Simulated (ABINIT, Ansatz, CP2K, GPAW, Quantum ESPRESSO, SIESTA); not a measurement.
**Os (P6_3/mmc, 4 atoms in the cell) computed with different codes at matched settings**

Self-consistent single point, at a second geometry (lattice scaled by 0.98). First geometry:

```xyz
4
Lattice="2.7434 0.0000 0.0000 -1.3717 2.3759 0.0000 0.0000 0.0000 8.8270" Properties=species:S:1:pos:R:3 pbc="T T T"
Os     0.0000     0.0000     0.0000
Os     0.0000     0.0000     4.4135
Os     0.0000     1.5839     2.2067
Os     1.3717     0.7920     6.6202
```

Shared settings, as Ansatz (a first-principles code) writes them: kpoints.mp_grid.grid = 9 9 3; scf.occupations.method = gaussian; scf.occupations.width = 0.0073 Ry. Potentials and cutoffs stand in the table.

| code | model | ΔF from the first geometry (meV/atom) | pressure (GPa) | cutoff |
|---|---|---|---|---|
| CP2K | PBE, GPW, DZVP-MOLOPT-SR-GTH basis, GTH-PBE potentials (GTH_POTENTIALS) | 37.1 | 21.25 | grid 500 Ry |
| Quantum ESPRESSO | PBE, SSSP 1.1.2 efficiency (PBE) pseudopotentials | 58.2 | 25.26 | 40 Ry |
| ABINIT | PBE, PAW (JTH v2.0 PBE PAW) | 60.9 | 25.95 | 40 Ry |
| SIESTA | GGA PBE, numerical atomic orbitals DZP, PseudoDojo PBE standard norm-conserving potentials (rewritten from UPF to PSML) | 37.3 | 21.78 | grid 300 Ry |
| GPAW | PBE, GPAW PAW datasets PBE (gpaw-data 1.0.1) | 47.2 | 22.89 | 600 eV |
| Ansatz | PBE, PAW files | 59.7 | 25.50 | 30.9 Ry |

On Ansatz's run: spin-orbit coupling is off. Spin polarisation is off.

The spread over the programs that give each value: ΔF from the first geometry within 23.8 meV/atom; pressure within 4.70 GPa.

CP2K and SIESTA use small atom-centred bases, whose incompleteness enters pressures, forces and empty levels differently from a plane-wave cutoff. Ansatz's pressure is given at a fixed set of plane waves, as the other plane-wave codes print theirs; with its correction for the finite basis it is 25.64 GPa. In the pressure, CP2K (by 4.13), SIESTA (by 3.60) and GPAW (by 2.49) lie more than 1 GPa from the median of the plane-wave programs.

The starting cell was generated: these elements placed on a structure prototype, without a prior relaxation; it need not be a known phase or ordering of this composition. Its lattice was rescaled by a random factor within 2.5 % of one. For this run, on top of that: lattice scaled by 0.98.

Left out of this page: Elk and FLEUR (not drawn, or without a comparable value).

Keys are those of Ansatz 0.2.
